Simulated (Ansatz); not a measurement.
**MgTe: pressure 9 GPa**

The parent structure is MgTe in the wurtzite structure (space group P6_3mc, No. 186; a = 4.6085 Å, c = 7.5007 Å).

Modification: cell and atoms relaxed at a pressure of 9 GPa.

Computed with PBE in Ansatz (plane waves to 420 eV, PAW, no spin-orbit coupling). Γ-centred 8×8×5 mesh, Fermi–Dirac width 0.05 eV.

The volume per atom falls by 5.75 Å³ (34.49 Å³ → 28.74 Å³) and the density goes up by 0.73 g/cm³ (3.66 g/cm³ → 4.39 g/cm³). The c/a ratio decreases by 0.003 (1.628 → 1.625) and the shortest interatomic distance shrinks by 0.3139 bohr to 5.011 bohr. The band gap goes up by 0.71 eV to 3.08 eV (an upper bound: an edge found on the path is not a true extremum; the base alone).

With Te present, leaving out spin-orbit coupling can change the band edges. Load acts through the strain it causes; cell and atoms are relaxed under it. Stability against distortions was not tested. Tetrahedral semiconductors of this kind turn to denser phases somewhere between about 1 and 50 GPa; those were not computed, so compressed cells here can lie past the real transition.

Ansatz is a program for electronic structure.
